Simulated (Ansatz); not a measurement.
## How a calculation on Be (P6_3/mmc, 4 atoms in the cell) responds to its settings

```
Be
1.0
    2.30384     0.00000     0.00000
   -1.15192     1.99518     0.00000
    0.00000     0.00000     7.41261
Be
4
Direct
  0.00000   0.00000   0.00000
  0.00000   0.00000   0.50000
  0.33333   0.66667   0.25000
  0.66667   0.33333   0.75000
```

Base run A: revPBE, default PAW files made with PBE (Ansatz, a first-principles code), self-consistent single point.

Its settings: kpoints.mp_grid.grid = 11 11 3; hamiltonian.xc = revpbe; hamiltonian.pseudopotentials = {kind: paw} (the program's default PAW files); scf.occupations.method = cold; scf.occupations.width = 0.272 eV.

The starting cell was generated: these elements placed on a structure prototype, without a prior relaxation; it need not be a known phase or ordering of this composition. Its lattice was rescaled by a random factor within 2.5 % of one. In the base run, with a pressure of about -6 GPa the cell is away from its equilibrium volume at this level. Ansatz's pressure includes its estimate of the finite-basis (Pulay) stress.

ΔF is the free energy per atom less that of run A. 

```json
[
 {"run": "A", "scf.mixing.algorithm, scf.mixing.beta": "default (the program chose MSR1), default", "ΔF (meV/atom)": "0.00", "pressure (GPa)": "-5.74", "iterations": "5"},
 {"run": "B", "scf.mixing.algorithm, scf.mixing.beta": "broyden, 0.02", "ΔF (meV/atom)": "0.00", "pressure (GPa)": "-5.74", "iterations": "7"},
 {"run": "C", "scf.mixing.algorithm, scf.mixing.beta": "broyden, 0.05", "ΔF (meV/atom)": "0.00", "pressure (GPa)": "-5.74", "iterations": "7"},
 {"run": "D", "scf.mixing.algorithm, scf.mixing.beta": "broyden, 0.1", "ΔF (meV/atom)": "0.00", "pressure (GPa)": "-5.74", "iterations": "7"},
 {"run": "E", "scf.mixing.algorithm, scf.mixing.beta": "broyden, 0.2", "ΔF (meV/atom)": "0.00", "pressure (GPa)": "-5.74", "iterations": "6"},
 {"run": "F", "scf.mixing.algorithm, scf.mixing.beta": "broyden, 0.3", "ΔF (meV/atom)": "0.00", "pressure (GPa)": "-5.74", "iterations": "6"},
 {"run": "G", "scf.mixing.algorithm, scf.mixing.beta": "broyden, 0.5", "ΔF (meV/atom)": "0.00", "pressure (GPa)": "-5.74", "iterations": "5"},
 {"run": "H", "scf.mixing.algorithm, scf.mixing.beta": "broyden, 0.7", "ΔF (meV/atom)": "0.00", "pressure (GPa)": "-5.74", "iterations": "5"},
 {"run": "I", "scf.mixing.algorithm, scf.mixing.beta": "broyden, 0.9", "ΔF (meV/atom)": "0.00", "pressure (GPa)": "-5.74", "iterations": "5"},
 {"run": "J", "scf.mixing.algorithm, scf.mixing.beta": "broyden, 1", "ΔF (meV/atom)": "0.00", "pressure (GPa)": "-5.74", "iterations": "4"}
]
```

Runs B, C, D, E, F, G, H, I, J gave the same state as A (within 1 meV/atom). The fewest iterations to that state were 4 (J); the most were 7.

Keys are those of Ansatz 0.2.
